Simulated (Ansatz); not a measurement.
For LuMgNO (model structure, started from the LaZnOP type, P4/nmm, No. 129, 8 atoms in the cell), PBE (plane waves, PAW; Ansatz, a quantum-chemistry and plane-wave program) gives:

| Item | Result |
|---|---|
| lattice constant a | 3.746 Å |
| c axis length | 7.717 Å |
| bulk modulus B0 | 90.3 GPa |
| cohesive energy | 5.22 eV/atom |
| band gap | 1.35 eV |

**Question.** What does r²SCAN (Ansatz, PAW) give for the same quantities?

**Answer.** 
- lattice constant a: 3.706 Å (falls by 1.1 %)
- lattice parameter c: 7.650 Å (drops by 0.9 %)
- bulk modulus: 100 GPa (goes up by 11 %)
- cohesive energy: 5.37 eV/atom (rises by 0.15 eV/atom)
- band gap: 2.06 eV (rises by 0.71 eV)

Changes are worked out from the printed values.

Unless a cell is named, each level is at its own relaxed cell (PBE 13.54, r²SCAN 13.14 Å³/atom).

Levels without +SOC leave out spin–orbit coupling, which shifts energies and cells of such heavy elements.

Levels without +SOC have no spin–orbit coupling; where heavier elements are present it shifts gaps, mostly down, and can invert bands. Density-functional gaps are differences of (generalised) Kohn–Sham levels.

Caveats: the bulk modulus is −V dP/dV from two relaxed cells at ±2 % in volume (PBE, r²SCAN). Ansatz's density-functional and Hartree–Fock values are scalar-relativistic unless marked +SOC, with PAW data made under PBE.

A model structure was made by putting elements into a prototype or built by hand; it is no filed structure, need not be a known phase, and can be a saddle point held by its symmetry.
